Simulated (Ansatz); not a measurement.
Consider PbSe in the rock salt structure (space group Fm-3m, No. 225; a = 6.1780 Å). Axes: x, y, z lie along the cube axes.

The change: biaxial strain −1.56 %, plane normal [001], relaxed out of plane (Cartesian); in-plane vectors clamped, the third vector and the atoms free.

Levels (all Ansatz, a quantum-chemistry and plane-wave program, PAW): r2SCAN (500 eV, without spin-orbit coupling); HSE06 (420 eV, no SOC).

The geometry is relaxed with r2SCAN.

```
Quantity          Result
---------------  -------
r2SCAN band gap  0.56 eV
```

Problem. Predict the band gap from HSE06.

Solution. The band gap rises by 0.116 eV to 0.67 eV.

Single points use the geometry relaxed with r2SCAN. The hybrid gap comes from the SCF mesh plus the semilocal run's edge points and a few special points and is an upper bound. Spin-orbit coupling, missing from the scalar runs, can matter with Pb. Whether these cells are dynamically stable was not tested.
